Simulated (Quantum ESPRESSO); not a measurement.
**Convergence test for Cd3Se (I4/mmm, 4 atoms in the cell)**

```cif
data_Cd6Se2
_chemical_formula_sum 'Cd6 Se2'
_space_group_name_H-M_alt 'I4/mmm'
_space_group_IT_number 139
_space_group_name_Hall '-I 4 2'
_cell_length_a 4.08191
_cell_length_b 4.08191
_cell_length_c 12.17416
_cell_angle_alpha 90.000
_cell_angle_beta 90.000
_cell_angle_gamma 90.000
loop_
_atom_site_label
_atom_site_type_symbol
_atom_site_symmetry_multiplicity
_atom_site_Wyckoff_symbol
_atom_site_fract_x
_atom_site_fract_y
_atom_site_fract_z
_atom_site_occupancy
Cd1 Cd 4 d 0.00000 0.50000 0.25000 1
Cd2 Cd 2 b 0.00000 0.00000 0.50000 1
Se1 Se 2 a 0.00000 0.00000 0.00000 1
```
(The calculation used a cell of 4 atoms; values per cell refer to that cell.)

Method: PBEsol, GBRV 1.5 ultrasoft (PBESOL) pseudopotentials (plane waves; Quantum ESPRESSO).

The starting cell comes from a database of computed structures (which also holds hypothetical and non-ambient phases and stackings), without a prior relaxation at this level. In the base run, with a pressure of about -4 GPa the cell is away from its equilibrium volume at this level. The run gives no clean gap (levels at the Fermi energy touch, overlap or are partly filled at this smearing), which alone does not show that the compound is a metal.

Held fixed: occupations = smearing; smearing = fermi-dirac; degauss = 0.0073499 Ry; potentials = {Cd: cd_pbesol_v1.uspp.F.UPF, Se: se_pbesol_v1.uspp.F.UPF}; K_POINTS = automatic 9 9 9 0 0 0; conv_thr = 1e-10 Ry; mixing_beta = 0.7. Moved along with it: ecutrho.

ΔF is the free energy per atom less that of the last row (52 Ry).

The series runs over ecutwfc = 16 Ry; 20 Ry; 24 Ry; 28 Ry; 32 Ry; 36 Ry; 40 Ry; 46 Ry; 52 Ry.

Task: From which setting on does the energy stay within 0.5 meV/atom of the last one?

Result: Only the last setting itself: the one before it still differs by 13 meV/atom, so the series does not show convergence to this tolerance.

Task: From which setting on does the pressure stay within 1 GPa of the last one?

Result: From ecutwfc = 28 Ry on; the one before it is off by 9.2 GPa. The value it settles on is -4.4 GPa at this level of theory and with the other settings as held.

```
ecutwfc  ΔF (meV/atom)  pressure (GPa)  plane waves
-------  -------------  --------------  -----------
16 Ry          10157.5         -301.87          751
20 Ry           1588.9          -70.45         1064
24 Ry            185.7          -13.60         1374
28 Ry             58.9           -3.68         1748
32 Ry             54.5           -4.11         2109
36 Ry             31.4           -4.45         2546
40 Ry             15.6           -3.89         2944
46 Ry             12.6           -3.66         3640
52 Ry             0.00           -4.39         4365
```
